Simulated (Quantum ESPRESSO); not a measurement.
**Habitual settings against a tight run: Cu2As (P4/nmm, 6 atoms in the cell)**

Self-consistent single point.

```xyz
6
Lattice="3.8585 0.0000 0.0000 0.0000 3.8585 0.0000 0.0000 0.0000 6.0117" Properties=species:S:1:pos:R:3 pbc="T T T"
Cu     1.9292     1.9292     0.0000
Cu     0.0000     0.0000     0.0000
Cu     1.9292     0.0000     1.8033
Cu     0.0000     1.9292     4.2084
As     1.9292     0.0000     4.2864
As     0.0000     1.9292     1.7253
```

Method: PBEsol, PSlibrary ultrasoft (PBE) pseudopotentials (plane waves; Quantum ESPRESSO).

Base settings: ecutwfc = 50 Ry; ecutrho = 300 Ry; occupations = smearing; smearing = cold; degauss = 0.019992 Ry; input_dft = pbesol; potentials = {Cu: Cu.pbe-dn-rrkjus_psl.1.0.0.UPF, As: As.pbe-n-rrkjus_psl.1.0.0.UPF}; K_POINTS = automatic 8 8 5 0 0 0; conv_thr = 1e-09 Ry; mixing_beta = 0.7.

Tight run (finer mesh or higher cutoff; not a proven limit): ecutwfc: 50 Ry → 70 Ry; ecutrho: 300 Ry → 420 Ry; conv_thr: 1e-09 Ry → 7.3e-11 Ry; K_POINTS: automatic 8 8 5 0 0 0 → automatic 11 11 7 0 0 0. It gave Fermi level (on the code's own zero) 10.24 eV; pressure -8.94 GPa; largest force (vector length) 0.146 eV/Å.

Quick runs, as changes from the base:
- A: the base itself
- B: ecutwfc: 50 Ry → 40 Ry; ecutrho: 300 Ry → 240 Ry; K_POINTS: automatic 8 8 5 0 0 0 → automatic 2 2 2 0 0 0
- C: ecutwfc: 50 Ry → 28 Ry; ecutrho: 300 Ry → 168 Ry; smearing: cold → fd; degauss: 0.019992 Ry → 0.0147 Ry; input_dft: pbesol → default; pseudopotentials: {Cu: Cu.pbe-dn-rrkjus_psl.1.0.0.UPF, As: As.pbe-n-rrkjus_psl.1.0.0.UPF} → {Cu: Cu.pz-dn-rrkjus_psl.1.0.0.UPF, As: As.pz-n-rrkjus_psl.1.0.0.UPF}; K_POINTS: automatic 8 8 5 0 0 0 → automatic 2 2 2 0 0 0 [LDA (PZ)]
- D: ecutwfc: 50 Ry → 30 Ry; ecutrho: 300 Ry → 180 Ry; smearing: cold → gauss; degauss: 0.019992 Ry → 0.036749 Ry; K_POINTS: automatic 8 8 5 0 0 0 → automatic 6 6 6 0 0 0
- E: ecutwfc: 50 Ry → 30 Ry; ecutrho: 300 Ry → 180 Ry; K_POINTS: automatic 8 8 5 0 0 0 → automatic 3 3 3 0 0 0
- F: ecutwfc: 50 Ry → 35 Ry; ecutrho: 300 Ry → 210 Ry; conv_thr: 1e-09 Ry → 7.3e-06 Ry; K_POINTS: automatic 8 8 5 0 0 0 → automatic 4 4 4 0 0 0

Energies are extrapolated to zero smearing width, which holds to low order in the width alone (under cold and Methfessel-Paxton smearing the free energy itself is taken).

Dashes: time of B, C, E, F, under 30 s; energy of C, another energy zero; pressure of F, not trusted under this conv_thr with d or f elements.

† marks runs with another functional, U, potentials or spin treatment: their distance from the tight run is not a convergence error alone.

The count of work is k-points × plane waves × bands × iterations; it is no time. Core times come from one kind of shared machine and are given to one figure; runs under 30 s give none.

The starting cell comes from a database of computed structures (which also holds hypothetical and non-ambient phases and stackings), without a prior relaxation at this level. Its lattice was rescaled by a random factor within 2.5 % of one. Spin polarisation is off. In the base run, with a pressure of about -10 GPa the cell is away from its equilibrium volume at this level. The run gives no clean gap (levels at the Fermi energy touch, overlap or are partly filled at this smearing), which alone does not show that the compound is a metal.

| run | energy less tight (meV/atom) | pressure less tight (GPa) | largest miss in a force vector (eV/Å) | count of work / tight | core time / tight (rough) |
|---|---|---|---|---|---|
| A | 11.2 | -0.67 | 0.033 | 0.29 | 0.4 |
| B | 166.3 | 2.10 | 0.468 | 0.031 | – |
| C† | – | -28.17 | 0.393 | 0.017 | – |
| D | 149.0 | -11.87 | 0.041 | 0.13 | 0.2 |
| E | 171.3 | -12.70 | 0.095 | 0.020 | – |
| F | 24.7 | – | 0.061 | 0.048 | – |

Among the runs at the tight run's level, the energy misses run from 11.2 to 171.3 meV/atom.
